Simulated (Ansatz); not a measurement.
Consider the following.

```yaml
crystal:
  lattice:
    - [0.00000, 3.05574, 2.96285]
    - [3.05574, 0.00000, 2.96285]
    - [3.05574, 3.05574, 0.00000]
  atoms:
    - { symbol: Sb, position: [0.75000, 0.75000, 0.75000] }
    - { symbol: Ga, position: [0.00000, 0.00000, 0.00000] }
```

No spin polarisation.

A single point on GaSb with a change (uniaxial strain ε_zz = −3.04 %), its geometry relaxed with PBEsol.

Method: r2SCAN (Ansatz, an electronic-structure program, PAW, scalar-relativistic without spin-orbit coupling). Settings: 13×13×13 k-points, 0.05 eV Fermi–Dirac smearing.

Problem. Predict the hole mass and pressure.

Solution. The hole mass comes out as 0.033 mₑ along z, 0.23 mₑ across (at Γ) and the pressure is 2.41 GPa.

Single points use the geometry relaxed with PBEsol. With Sb present, leaving out spin-orbit coupling can change the band edges. The levels and masses belong to the bands next to the band gap. Masses are band curvatures over ±0.01 Å⁻¹ around the edge. No phonon test of stability was made. The cell was made from GaSb in the zinc blende structure (space group F-43m, No. 216) by this change: uniaxial strain ε_zz = −3.04 %.
